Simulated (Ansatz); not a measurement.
# W, response to strain

The parent structure is W in the bcc (W type) structure (space group Im-3m, No. 229; a = 3.169 Å). Axes: x, y, z lie along the cube axes.

Strains are applied to the cell and any free atomic positions relax; under biaxial strain the out-of-plane vector relaxes too; under stress the whole cell relaxes.

Level of theory: Kohn–Sham DFT with the r2SCAN functional, run in Ansatz (a quantum-chemistry and plane-wave program) with PAW and 500 eV plane waves, no spin-orbit coupling.

Notes on the quantities. energy relative to the base: free energy F; pressure: mean of the normal stresses, compression positive.

```csv
change,shortest interatomic distance,energy relative to the base,space group,pressure
base,2.745 Å,0 meV/atom,Im-3m (No. 229),0.0 GPa
"biaxial strain −1.75 %, plane normal [001], relaxed out of plane",2.726 Å,+18 meV/atom,I4/mmm (No. 139),7.2 GPa
"biaxial strain +0.25 %, plane normal [001], relaxed out of plane",2.747 Å,+0.4 meV/atom,I4/mmm (No. 139),(withheld)
"biaxial strain −2.72 %, plane normal [111], relaxed out of plane",2.687 Å,+40 meV/atom,R-3m (No. 166),10.3 GPa
isotropic strain −2.19 %,2.685 Å,+73 meV/atom,Im-3m (No. 229),24.2 GPa
isotropic strain −0.74 %,2.724 Å,+7.9 meV/atom,Im-3m (No. 229),7.4 GPa
isotropic strain −0.70 %,2.725 Å,+7.1 meV/atom,Im-3m (No. 229),7.0 GPa
uniaxial strain ε_yy = −5.87 %,2.692 Å,+106 meV/atom,I4/mmm (No. 139),(withheld)
uniaxial strain ε_yy = +5.82 %,2.799 Å,+81 meV/atom,I4/mmm (No. 139),-15.7 GPa
"uniaxial stress, 8 GPa compression along z",2.738 Å,+7.1 meV/atom,I4/mmm (No. 139),–
```

**Question.** What belongs in the blanks?

**Answer.** 
- biaxial strain +0.25 %, plane normal [001], relaxed out of plane, pressure: -1.0 GPa
- uniaxial strain ε_yy = −5.87 %, pressure: 22.4 GPa

Without a gap, meshes like the base's 21×21×21 leave anisotropic stresses uncertain by several tenths of a GPa, and small strain energies with them. Beyond what the load breaks, stability against distortions was not tested. All final runs are without spin polarisation.
